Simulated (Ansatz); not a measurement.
Consider the following.

```xyz
4
Lattice="3.1298 0.0000 0.0000 1.5649 2.7104 0.0000 0.0000 0.0000 4.9919" Properties=species:S:1:pos:R:3 pbc="T T T"
Si     1.5649     0.9035     4.9826
Si     3.1298     1.8070     2.4866
C      1.5649     0.9035     1.8813
C      3.1298     1.8070     4.3773
```

No spin polarisation.

Method: LDA (Ansatz, a quantum-chemistry and plane-wave program; PAW; 420 eV plane waves; no spin-orbit coupling). Γ-centred 12×12×7 mesh, Fermi–Dirac width 0.05 eV.

**Question.** What is the computed band gap?

**Answer.** 2.27 eV.

**Question.** What is the computed electron mass?

**Answer.** 0.26 mₑ out of plane, 0.44 mₑ in plane (at K).

**Question.** Estimate the hole mass.

**Answer.** 0.22 mₑ out of plane, 2.9 mₑ in plane (at Γ).

**Question.** What is the computed valence-band top at Γ (three highest levels, from the VBM)?

**Answer.** 0.00, -0.13, -0.13 eV.

The cells carry an imposed strain or load. Effective masses come from finite differences of ±0.01 Å⁻¹. No phonon test of stability was made. The cell was made from SiC in the wurtzite structure (space group P6_3mc, No. 186) by this change: biaxial strain +2.40 %, plane normal [001], relaxed out of plane.
